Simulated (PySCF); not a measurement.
PySCF 2.14.0, TPSSH/def2-svp, df: Nb(NMe)(OMe)(NH2)2 (C[N]=[Nb]([NH2])([NH2])[O]C), 17 atoms. The geometry is a generated start, not checked to be a minimum at this level.

| Item | Value |
|---|---|
| task | energy |
| method | tpssh |
| basis | def2-svp |
| two-electron scheme | density fitting |
| mol.max_memory | 3000 MB |
| mf.max_cycle | 100 |
| mf.init_guess | minao (default) |
| mf.DIIS | CDIIS (default) |
| mf.conv_tol | 1e-09 (default) |
| mf.grids.level | 3 (default) |
| effective core potentials | those of the basis set, past Kr |
| basis functions | 165 |
| grid points | 204544 |

```xyz
17

Nb     0.1594     0.2608     0.3410
N     -1.4009    -0.5858     0.2937
C     -2.5667    -1.3428     0.0227
H     -2.3254    -2.2440    -0.5590
H     -3.0452    -1.6523     0.9594
H     -3.2879    -0.7436    -0.5488
O      1.4141     0.2553    -0.9714
C      2.2503     0.1422    -2.0517
H      2.4284     1.1297    -2.5045
H      3.2210    -0.2753    -1.7430
H      1.8166    -0.5185    -2.8185
N     -0.4930     2.1090     0.7238
H     -1.4368     2.4476     0.8955
H      0.1497     2.8959     0.8097
N      0.8744    -0.4935     2.0457
H      0.4434    -1.1379     2.7034
H      1.7987    -0.2468     2.4020
```

Charge 0 and multiplicity 1 are set for this test and not shown to be the ground state.

One run each on 2 threads, 1 BLAS thread. Values of diis_space tried: 3, 5, 8 (default), 12, 20.

Q: How does the count of Fock builds change with diis_space, and where is it least?

A: Fewest Fock builds, within one of each other: 8 (default) with 16, 12 with 16, 20 with 16. The count rises to 53 at 3. All converge to one solution.

```tsv
diis_space	Fock builds	end
3	53	same solution
5	21	same solution
8 (default)	16	same solution
12	16	same solution
20	16	same solution
```
